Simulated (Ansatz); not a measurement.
**Fluorite PbF2 (high-temperature phase)**

Level of theory: LDA (Ansatz, a program for electronic structure, plane waves, PAW).

Numerical settings: plane-wave cutoff 520 eV, 10×10×10 k mesh, Fermi–Dirac smearing 0.01 eV, scalar-relativistic PAW data made under PBE.

Cell (relaxed at this level):

```xyz
3
Lattice="0.0000 2.9059 2.9059 2.9059 0.0000 2.9059 2.9059 2.9059 0.0000" Properties=species:S:1:pos:R:3 pbc="T T T"
Pb     0.0000     0.0000     0.0000
F      1.4529     1.4529     1.4529
F      4.3588     4.3588     4.3588
```

| Item | Value |
|---|---|
| bulk modulus B0 | 87.9 GPa |
| band gap | 4.25 eV |
| smallest direct gap on the k points sampled | 4.41 eV |
| Γ–Γ gap | 9.00 eV |
| pressure derivative B′ of the bulk modulus | 4.8 |

Measured, for comparison: bulk modulus 64 GPa (temperature not stated, not corrected to a static lattice; as tabulated in Cadelano and Cappellini (2011), arXiv:1107.5962). Computed (rounded) less measured: bulk modulus +37 %.

Spin–orbit coupling is not included; with these elements it can move the gap by several tenths of an eV or more.

The computed numbers hold no vibrational or temperature effects.
